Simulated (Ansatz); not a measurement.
Ansatz (an electronic-structure program) run on CrW (Cmm2, 2 atoms in the cell): self-consistent single point.

Method of the run: PBEsol, default PAW files made with PBE (plane waves; Ansatz).

```xyz
2
Lattice="1.5366 -2.2022 0.0000 1.5366 2.2022 0.0000 0.0000 0.0000 4.2392" Properties=species:S:1:pos:R:3 pbc="T T T"
Cr     0.0000     0.0000     0.0500
W      1.5366     0.0000     2.1196
```

Reference input (self-consistent single point, DFT, PBEsol, plane waves, default PAW files made with PBE): basis.ecutwfc = 420 eV; kpoints.mp_grid.grid = 13 13 8; hamiltonian.xc = pbesol; hamiltonian.pseudopotentials = {kind: paw} (the program's default PAW files); scf.occupations.method = gaussian; scf.occupations.width = 0.1 eV. This run's input differs from it in these lines:

Ansatz 0.2 input:
```diff
@@ -12,3 +12,3 @@
   mp_grid:
-    grid: [13, 13, 8]
+    grid: [25, 25, 15]
 hamiltonian:
```

Output (repeated stretches shortened):

```
SCF iter   1: F=—  HF=-13605.468876 eV  |F-HF|=—  |Δ(HF+E_count)|=         —  Δρ=2.48e-2  dr2=2.47e-1  ethr=1.77e-3  ⟨swp⟩=4.9  Hψ=98893  notcnv=0
all-band conjugate gradients solve this SCF's bands
preconditioner: auto → none
SCF iter   2: F=—  HF=-13605.457738 eV  |F-HF|=—  |Δ(HF+E_count)|=   1.11e-2  Δρ=1.43e-2  dr2=1.00e-1  ethr=8.82e-4  ⟨swp⟩=2.0  Hψ=39698  notcnv=0  defer=108
   [... lines left out ...]
SCF iter   4: F=—  HF=-13605.450372 eV  |F-HF|=—  |Δ(HF+E_count)|=   1.09e-3  Δρ=4.51e-4  dr2=2.82e-5  ethr=1.25e-5  ⟨swp⟩=2.0  Hψ=40021  notcnv=0  defer=108
SCF iter   5: F=—  HF=-13605.450368 eV  |F-HF|=—  |Δ(HF+E_count)|=   4.21e-6  Δρ=1.46e-4  dr2=1.53e-5  ethr=1.01e-7  ⟨swp⟩=2.0  Hψ=40773  notcnv=0  defer=113
SCF iter   6: F=—  HF=-13605.450364 eV  |F-HF|=—  |Δ(HF+E_count)|=   3.38e-6  Δρ=5.06e-5  dr2=9.72e-7  ethr=5.47e-8  ⟨swp⟩=2.0  Hψ=34342  notcnv=0  defer=113
SCF iter   7: F=-13605.450365 eV  HF=-13605.450365 eV  |F-HF|=1.30e-9  |Δ(HF+E_count)|=   9.66e-8  Δρ=1.88e-5  dr2=6.22e-8  ethr=3.57e-10  ⟨swp⟩=6.1  Hψ=101355  notcnv=0
SCF 1 converged in 7 iterations: F = -13605.450365 eV  dr2 = 6.22e-8
Free energy (F): -13605.450365 eV
Internal energy: -13605.443077 eV  (E = F + TS)
E sigma→0 (E₀):  -13605.446721 eV
Entropy (-TS):   -0.007288 eV (-3.644 meV/atom)
Fermi energy:    19.946850 eV
--- Forces (eV/Å), atoms counted from 1 ---
  atom   1  Cr     0.00000000     0.00000000    -0.54643784
  atom   2  W      0.00000000     0.00000000     0.54644874
--- Stress (GPa, compression-positive) ---
      -12.762256       0.000000       0.000000
        0.000000     -13.434919       0.000000
        0.000000       0.000000     -12.529570
  P = ⅓ Tr σ = -12.9089 GPa (-129.089 kbar)
  The stress holds the Pulay correction. Without it, at fixed plane waves, as pw.x and ABINIT print it: P = -12.9788 GPa
```

The run converged in 7 iterations. Against the reference run the free energy rises by 3.0 meV/atom, the pressure stays at -12.91 GPa and the largest force hardly changes (0.554 to 0.546 eV/Å).

The starting cell comes from a database of computed structures (which also holds hypothetical and non-ambient phases and stackings), without a prior relaxation at this level. Its lattice was rescaled by up to half a per cent. One atom was moved a little off its site on purpose. Spin polarisation is off. With a pressure of about -13 GPa the cell is away from its equilibrium volume at this level. Ansatz's pressure includes its estimate of the finite-basis (Pulay) stress.

Cost on one core of a shared machine: roughly 60 s.
